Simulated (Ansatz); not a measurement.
For white tin (β-Sn), PBE+SOC in Ansatz (PAW) gives:

| Item | Value |
|---|---|
| lattice parameter a | 5.947 Å |
| c axis length | 3.214 Å |
| bulk modulus | 47.3 GPa |

Problem. What does r²SCAN-D4 (PAW; Ansatz, an electronic-structure program) give for the same quantities?

Solution. 
- lattice constant a: 5.859 Å (shrinks by 1.5 %)
- lattice parameter c: 3.172 Å (shrinks by 1.3 %)
- bulk modulus: 56.4 GPa (grows by 19 %)

For comparison: lattice constant a 5.831 Å (measured, 293 K, no zero-point or thermal correction; as tabulated in Wikipedia's data pages); lattice parameter c 3.181 Å (measured, 293 K, not corrected to a static lattice; as tabulated in Wikipedia's data pages); bulk modulus 57.0 GPa (measured, temperature not stated, no zero-point or thermal correction; as tabulated in Chen et al. (2023), arXiv:2209.05059).

Changes are worked out from the printed values.

Unless a cell is named, each level is at its own relaxed cell (PBE+SOC 28.41, r²SCAN-D4 27.22 Å³/atom).

Ansatz's density-functional and Hartree–Fock values are scalar-relativistic unless marked +SOC, with PAW data made under PBE.
